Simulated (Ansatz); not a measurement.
Start from MgSe in the rock salt structure (space group Fm-3m, No. 225; a = 5.391 Å). Axes: x, y, z lie along the cube axes.

Method: LDA (Ansatz, a quantum-chemistry and plane-wave program), spin-orbit coupling left out.

Strains are applied to the cell and any free atomic positions relax; under biaxial strain the out-of-plane vector relaxes too.

One change was made to it. Results:

The energy rises by 5.2 meV/atom; the band gap drops by 0.07 eV, from 1.72 eV to 1.65 eV; the valence-band top at Γ (three highest levels, from the VBM) goes from 0.00, 0.00, 0.00 eV to 0.00, 0.00, -0.28 eV.

Q: Which change produced these results?
A) biaxial strain −0.83 %, plane normal [111], relaxed out of plane
B) biaxial strain −1.67 %, plane normal [111], relaxed out of plane
C) biaxial strain −2.08 %, plane normal [111], relaxed out of plane

A: B, biaxial strain −1.67 %, plane normal [111], relaxed out of plane. For comparison, the energy relative to the base in the other runs: biaxial strain −0.83 %, plane normal [111], relaxed out of plane gives +1.3 meV/atom; biaxial strain −2.08 %, plane normal [111], relaxed out of plane gives +8.1 meV/atom.

No phonon test of stability was made.
